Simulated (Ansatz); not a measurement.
## A computed series for WO3: pressure series

Take WO3 (space group Cmcm, No. 63; a cell from a computed database, its experimental status unchecked) as the base.

```
WO3
1.0
    2.72697    -2.73717     0.00000
    2.72697     2.73717     0.00000
    0.00000     0.00000     7.46034
W O
2 6
Cartesian
  2.72697  -0.32103   5.59525
  2.72697   0.32103   1.86508
  2.72697   0.00000   3.73017
  2.72697   0.00000   0.00000
  1.35495  -1.26299   1.86508
  4.09899   1.26299   5.59525
  1.35495   1.26299   5.59525
  4.09899  -1.26299   1.86508
```

Cell and atoms are relaxed at each pressure.

Levels (all Ansatz, a first-principles code, PAW): PBEsol (420 eV, no spin-orbit coupling); HSE06 (420 eV, no SOC).

Band gaps by level, all at the geometries relaxed with PBEsol:

```csv
case,PBEsol,HSE06
base,1.35 eV,2.59 eV
pressure −1 GPa,1.37 eV,2.62 eV
pressure 0.3 GPa,1.34 eV,2.59 eV
pressure 1.5 GPa,1.32 eV,[?]
pressure 3 GPa,1.30 eV,[?]
pressure 5 GPa,1.28 eV,2.53 eV
pressure 7.5 GPa,1.27 eV,2.51 eV
pressure 10 GPa,1.26 eV,2.51 eV
```

### Question
What belongs in the blanks?

### Answer

- pressure 1.5 GPa, HSE06: 2.57 eV
- pressure 3 GPa, HSE06: 2.55 eV

Single points use the geometry relaxed with PBEsol. HSE06 gaps are upper bounds (no full band path). With W present, leaving out spin-orbit coupling can change the band edges. Load acts through the strain it causes; cell and atoms are relaxed under it. Stability against distortions was not tested. No other phases were tried under pressure.
